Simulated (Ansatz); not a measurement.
Subject: the energy of the reaction as written. Reaction: 6 C (graphite) + N2 (gas) → cell A. Negative: the products are lower in energy.

Cell A: a sheet of composition C6N2, 8 atoms, hexagonal cell of 4.86 Å (20.4 Å²), symmetry P6/mmm, 0.0 Å thick under 16 Å of vacuum, in-plane vectors relaxed; planes from bottom to top: C6N2, all atoms in one plane; a model cell; spin state with PBE: run without spin, k-point mesh 12×12×1.
```yaml
crystal:
  lattice:
    - [4.85742, 0.00000, 0.00000]
    - [-2.42871, 4.20665, 0.00000]
    - [0.00000, 0.00000, 16.00000]
  atoms:
    - { symbol: N, position: [0.00000, 0.00000, 0.50000] }
    - { symbol: C, position: [0.16665, 0.33331, 0.50000] }
    - { symbol: C, position: [0.99997, 0.49999, 0.50000] }
    - { symbol: C, position: [0.16665, 0.83335, 0.50000] }
    - { symbol: C, position: [0.50001, 0.00003, 0.50000] }
    - { symbol: N, position: [0.66667, 0.33333, 0.50000] }
    - { symbol: C, position: [0.50001, 0.49999, 0.50000] }
    - { symbol: C, position: [0.66669, 0.83335, 0.50000] }
```

Reference: C (graphite, P6₃/mmc), 4 atoms in the cell, k-point mesh 18×18×6 on the run's own vectors. Conventional cell: a = 2.465 Å, b = 2.465 Å, c = 6.742 Å, α = 90.00°, β = 90.00°, γ = 120.00°.

Reference: an isolated N2 molecule (singlet) in a box of 11 × 11 × 13 Å.

Computed with Ansatz (plane waves, PAW), its default PAW set, cutoff 420 eV, 500 eV for r2SCAN. The structures are at rest with PBE+D3(BJ); other levels are single points on them. HSE06 runs on coarser k-point meshes, mended by the PBE difference between the two meshes. Some cells are metallic or hold partly filled levels, where a hybrid on a coarse mesh is less sure. Neutral cells; Fermi-Dirac smearing of at most 0.05 eV in the solids, energies taken to zero width. The lattices are those relaxed with PBE+D3(BJ), so at other levels the solids can be strained, which adds to the spread. A dispersion term (D3(BJ), or D4 for r2SCAN) was computed beside these levels and is taken off wherever the name lacks it. Static lattices, no vibrational contributions. Cells are local rest points, mostly with their start's symmetry. Cell A has symmetry P6/mmm and got no random move, so less symmetric positions, which may lie lower, weren't tried.

Give the value at the level PBE.

1.77 eV, for 6 C (graphite) + N2 (gas) → cell A.

How does the value move with the functional?


```tsv
Functional	value (eV)	less PBE
PBE+D3(BJ)	2.04	0.27
r2SCAN	2.03	0.26
r2SCAN+D4	2.20	0.43
HSE06	1.81	0.04
```

The levels span 0.43 eV, from PBE (1.77) to r2SCAN+D4 (2.20).

Ansatz is a program for electronic structure.
